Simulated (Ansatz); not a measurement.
# HfO2: uniaxial stress, 2 GPa tension along x

Take HfO2 (space group P2_1/c, No. 14) as the base.

```
CELL_PARAMETERS angstrom
      5.11418     0.00000     0.00000
      0.00000     5.18192     0.00000
     -0.87081     0.00000     5.22378
ATOMIC_POSITIONS crystal
  Hf 0.27620 0.04186 0.20826
  Hf 0.72380 0.54186 0.29174
  Hf 0.72380 0.95814 0.79174
  Hf 0.27620 0.45814 0.70826
  O  0.07004 0.33376 0.34403
  O  0.92996 0.83376 0.15597
  O  0.92996 0.66624 0.65597
  O  0.07004 0.16624 0.84403
  O  0.44797 0.75767 0.47848
  O  0.55203 0.25767 0.02152
  O  0.55203 0.24233 0.52152
  O  0.44797 0.74233 0.97848
```

Cartesian axes are those of the cell as printed.

The change: uniaxial stress, 2 GPa tension along x; all other stress components relax to zero.

Method: r2SCAN in Ansatz (plane waves to 500 eV, PAW, no spin-orbit coupling), earlier PAW set. Γ-centred 5×5×5 mesh, Fermi–Dirac width 0.05 eV.

The volume per atom goes up by 0.048 Å³ (11.54 Å³ → 11.58 Å³) and the shortest interatomic distance is nearly the same (2.041 Å against 2.043 Å). The energy goes up by 0.6 meV/atom and the band gap drops by 0.02 eV (4.60 eV → 4.58 eV). The gap character remains indirect, Γ → Y₂ and the smallest direct gap drops by 0.027 eV to 4.66 eV. The width of the top valence band grows by 0.023 eV (0.74 eV → 0.77 eV) and the valence-band top at Γ (three highest levels, from the VBM) goes from 0.00, -0.20, -0.52 eV to 0.00, -0.26, -0.54 eV. The strain response (xx, yy, zz) comes out as (+0.81, −0.32, −0.08) % and the secant Young's modulus along x amounts to 250 GPa. The mean lateral Poisson ratio is 0.24.

Spin-orbit coupling, missing from the scalar runs, can matter with Hf. Stability under load was not tested beyond the relaxation.

Ansatz is a quantum-chemistry and plane-wave program.
